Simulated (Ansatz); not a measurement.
The parent structure is SiC in the wurtzite structure (space group P6_3mc, No. 186; a = 3.092 Å, c = 5.074 Å).

Method: PBE in Ansatz (plane waves to 420 eV, PAW, scalar-relativistic without spin-orbit coupling), earlier PAW set.

For the base:

- Valence-band top at Γ: 0.00, 0.00, -0.11 eV
- Electron mass: 0.27 mₑ along c, 0.44 mₑ across (at K)
- Gap character: indirect, Γ → K

Perturbation: cell and atoms relaxed at a pressure of 100 GPa.

Estimate the effect on the valence-band top at Γ.

The valence-band top at Γ (three highest levels, from the VBM) changes from 0.00, 0.00, -0.11 eV to 0.00, 0.00, -0.06 eV.

What happens to the electron mass?

The electron mass goes from 0.27 mₑ along c, 0.44 mₑ across (at K) to 0.24 mₑ along c, 0.38 mₑ across (at K).

What happens to the gap character?

The gap character remains indirect, Γ → K.

Load acts through the strain it causes; cell and atoms are relaxed under it. Effective masses come from finite differences of ±0.01 Å⁻¹. No phonon test of stability was made. Competing high-pressure phases were not computed.

Ansatz is a program for electronic structure.
